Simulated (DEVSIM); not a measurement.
Device: abrupt Si n-p junction, at 300 K.

Layer 1 from the left is Si, thickness (μm) 60.0, Nd (cm⁻³) 5.7e17, τn (s) 2.4e-7, τp (s) 2.4e-7. Layer 2 from the left is Si, thickness (μm) 60.0, Na (cm⁻³) 4.2e17, τn (s) 2.4e-7, τp (s) 2.4e-7.

Left contact: ohmic. Right contact: ohmic. Voltage is applied to the left contact. Recombination: SRH at mid-gap, radiative. Mobility is μmin + (μ − μmin)/(1 + (N/Nref)^α).

The device is made up for the run: typed textbook-type constants, with dimensions and the other settings drawn at random. Values at 300 K.

Si: gap (eV) 1.124, affinity (eV) 4.05, permittivity 11.7, Nc (cm⁻³) 2.86e19, Nv (cm⁻³) 3.1e19, μn (cm²/Vs) 1417, μp (cm²/Vs) 470, μn,min 52, μp,min 45, Nref,n 9.7e16, Nref,p 2.2e17, αn 0.68, αp 0.72, B (cm³/s) 4.7e-15.

Q: Estimate by hand the built-in potential, the peak field at zero bias, and compare with a numerical solution.

A: 
- Built-in potential: ni = √(Nc Nv) exp(−Eg/2kT) = 1.08e10 cm⁻³ with Eg = 1.124 eV; Vbi = kT/q ln(Na Nd/ni²) = 0.912 V; numerical 0.912 V.
- Peak field at zero bias: depletion approximation: W = √(2εVbi/(qN)) = 0.0698 μm with N = 2.42e17 cm⁻³; field = 2Vbi/W = 261000 V/cm; numerical 254000 V/cm (estimate above by 2.9 %).

DEVSIM, 1D drift-diffusion, Boltzmann statistics, complete ionisation; no tunnelling, impact ionisation, image-force lowering or self-heating.
